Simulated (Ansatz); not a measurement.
VSi2 (P6₂22, No. 180), treated with r²SCAN-D4 (plane waves, PAW; Ansatz, a program for electronic structure).

Settings: plane-wave cutoff 500 eV, 12×12×6 k mesh (along the axes of the cell as run), Fermi–Dirac smearing 0.05 eV, no spin polarisation, scalar-relativistic PAW data made under PBE.

Computed at the level's own relaxed cell.

Problem. Give the computed volume per atom, lattice parameter a and c axis length.

Solution. 
* **volume per atom**: 12.37 Å³/atom
* **lattice parameter a**: 4.514 Å
* **c axis length**: 6.309 Å

The run finds no gap.

It cost very roughly 7 core-minutes of CPU time.
